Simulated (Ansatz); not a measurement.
The parent structure is Re in the hcp (Mg type) structure (space group P6_3/mmc, No. 194; relaxed with 0.1 eV smearing).

```
CELL_PARAMETERS angstrom
      2.77642     0.00000     0.00000
     -1.38821     2.40445     0.00000
      0.00000     0.00000     4.48093
ATOMIC_POSITIONS crystal
  Re 0.66667 0.33333 0.75000
  Re 0.33333 0.66667 0.25000
```

Cartesian axes are those of the cell as printed.

All numbers come from PBE in Ansatz (plane waves to 420 eV, PAW, scalar-relativistic without spin-orbit coupling).

For the base:

The pressure is 0.0 GPa. The volume per atom comes out as 14.96 Å³.

Perturbation: tensile biaxial strain of 1.50 % in the plane normal to [001], as in epitaxy on a mismatched substrate; the out-of-plane cell vector and the atoms relax.

Task: What does the calculation give for the pressure and volume per atom after the change?

Result: The pressure (mean of the normal stresses, compression positive) goes from zero to -6.4 GPa; the volume per atom grows by 0.29 Å³, from 14.96 Å³ to 15.25 Å³.

No phonon test of stability was made. The final runs are not spin-polarised.

Ansatz is a program for electronic structure.
